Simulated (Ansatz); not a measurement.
Base system: KTaO₃ in the cubic perovskite structure (space group Pm-3m, No. 221; a = 4.024 Å).

The change: a negative pressure, −1 GPa.

Levels (all Ansatz, an electronic-structure program, PAW): PBE (420 eV, scalar-relativistic without spin-orbit coupling); r2SCAN (500 eV, scalar-relativistic without spin-orbit coupling); HSE06 (420 eV, spin-orbit coupling left out); PBE+SOC (420 eV, noncollinear with spin-orbit coupling).

One geometry, relaxed with PBE, under each level:

Notes on the quantities. electron mass: degenerate bands, along [100]; hole mass: degenerate bands, along [100].

| level | band gap | lowest conduction level above the VBM at special points | electron mass | hole mass | pressure |
|---|---|---|---|---|---|
| PBE | 2.15 eV | Γ 2.15 eV; X 2.29 eV; M 4.87 eV; R 6.22 eV | – | – | -1.00 GPa |
| r2SCAN | 2.54 eV | Γ 2.54 eV; X 2.68 eV; M 5.26 eV; R 6.63 eV | – | – | -6.05 GPa |
| HSE06 | 3.49 eV | Γ 3.49 eV; X 3.64 eV; M 6.43 eV | – | – | – |
| PBE+SOC | 2.01 eV | Γ 2.01 eV; X 2.27 eV; M 4.72 eV; R 6.07 eV | 0.27, 0.76 mₑ (at Γ) | 1.1, 2.9 mₑ (at R) | -1.18 GPa |

Single points use the geometry relaxed with PBE. Their cutoffs differ, which shifts pressures a little. HSE06 gaps are upper bounds (no full band path). Differences between runs with and without spin-orbit coupling are approximate. Spin-orbit coupling, missing from the scalar runs, can matter with Ta. Load acts through the strain it causes; cell and atoms are relaxed under it. Masses are band curvatures over ±0.01 Å⁻¹ around the edge. Whether these cells are dynamically stable was not tested.
